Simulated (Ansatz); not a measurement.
On AlAs-zb (001, Al face) the hole barrier is 0.58 eV under Au (001) and 1.19 eV under TiN-rs (001).

Plane-wave PAW runs of Ansatz (an electronic-structure program) at PBE, 420 eV, without spin–orbit coupling and spin-polarised for magnetic metals alone: periodic stacks cut from bulk faces, the metal strained to the host, one local minimum each, barriers from the potential line-up.

Question: By thermionic emission alone, how do the saturation currents of the two p-type contacts compare at 300 K (kT = 25.85 meV)?

Answer: J0 = A* T² exp(−φ/kT) with one A* for the host, so the ratio is exp[(1.19 − 0.58) / 0.02585] = exp(23.6), about 10^10.2 in favour of Au. An error of 0.1 eV in either barrier moves this by a factor of about 50, and tunnelling and image lowering are left out.
